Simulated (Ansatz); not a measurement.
End structure of a constructed model of the (111) surface of fcc Cu, a pseudomorphic layer of Pt in the host's stacking (bottom of the slab: a bare face, its two planes held):

```yaml
crystal:
  lattice:
    - [2.56680, 0.00000, 0.00000]
    - [-1.28340, 2.22291, 0.00000]
    - [0.00000, 0.00000, 29.00000]
  atoms:
    - { symbol: Cu, position: [0.33333, 0.66667, 0.27837] }
    - { symbol: Cu, position: [0.66667, 0.33333, 0.35064] }
    - { symbol: Cu, position: [0.00000, 0.00000, 0.42270] }
    - { symbol: Cu, position: [0.33333, 0.66667, 0.49510] }
    - { symbol: Cu, position: [0.66667, 0.33333, 0.56744] }
    - { symbol: Cu, position: [0.00000, 0.00000, 0.63918] }
    - { symbol: Pt, position: [0.33333, 0.66667, 0.71691] }
```

Slab: 7 atoms, 12.9 Å thick at the start with caps and adatoms (thin: gaps and levels are the slab's own); k 17x17x1, smearing 0.1 eV, dipole-corrected; single point; on the structure that PBE left under its start's symmetry; no spin, no spin-orbit, no U. In PBE it is, or lies within 0.01 eV a 1x1 cell of, the lowest of the 2 structures of its composition computed so far; subsurface sites and larger cells were not tried.

**Question.** What work function of the top face does r2SCAN, at the PBE geometry (Ansatz, an electronic-structure program) give?

**Answer.** 5.58 eV
